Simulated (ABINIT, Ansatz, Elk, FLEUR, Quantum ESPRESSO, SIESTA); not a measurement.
KBr (Fm-3m, 2 atoms in the cell) computed with different codes at matched settings

Self-consistent single point.

```
CELL_PARAMETERS angstrom
      0.00000     3.30000     3.30000
      3.30000     0.00000     3.30000
      3.30000     3.30000     0.00000
ATOMIC_POSITIONS crystal
  K  0.00000 0.00000 0.00000
  Br 0.50000 0.50000 0.50000
```

Shared settings, as Ansatz (a program for electronic structure) writes them: kpoints.mp_grid.grid = 6 6 6; magnetization.spin_orbit = true; scf.occupations.method = fermi_dirac; scf.occupations.width = 0.05 eV. Potentials and cutoffs stand in the table.

```
code                                                                                                                                                                   model  pressure (GPa)  gap on the mesh (eV)           cutoff
----------------  ----------------------------------------------------------------------------------------------------------------------------------------------------------  --------------  --------------------  ---------------
Ansatz                                                                                                                       PBE with spin-orbit coupling, default PAW files            0.72                 4.275           420 eV
FLEUR                                                              PBE, all-electron FLAPW (FLEUR), scalar-relativistic valence with spin-orbit coupling in second variation               –                 4.276  Kmax 4.5 1/bohr
SIESTA            GGA PBE with spin-orbit coupling, numerical atomic orbitals DZP, PseudoDojo PBE fully relativistic norm-conserving potentials (rewritten from UPF to PSML)               –                 4.223      grid 350 Ry
ABINIT                                                                                                                      PBE, spin-orbit coupling, PAW (JTH v2.0 PBE PAW)            0.75                 4.272            21 Ha
Quantum ESPRESSO                                                                           PBE, spin-orbit coupling, PSlibrary fully relativistic PAW (PBE) pseudopotentials            0.66                 4.274            55 Ry
Elk                                  PBE, spin-orbit coupling in second variation, all-electron FP-LAPW, Elk's shipped species files, APW+lo basis with extra local orbitals               –                 4.280         rgkmax 8
```

A dash marks a value that a program does not give, or that is left out as unsure.

Gaps are read on the mesh.

The spread over the programs that give each value: pressure within 0.09 GPa; gap on the mesh within 0.057 eV.

SIESTA uses small atom-centred bases, whose incompleteness enters pressures, forces and empty levels differently from a plane-wave cutoff. FLEUR and Elk treat all electrons, but the usual bases taken here (sphere radii, linearisation, local orbitals, empty states) were not tested for convergence, so the values are no reference for the others.

The starting cell has typed, rounded lattice constants, without a prior relaxation at this level.

Keys are those of Ansatz 0.2.
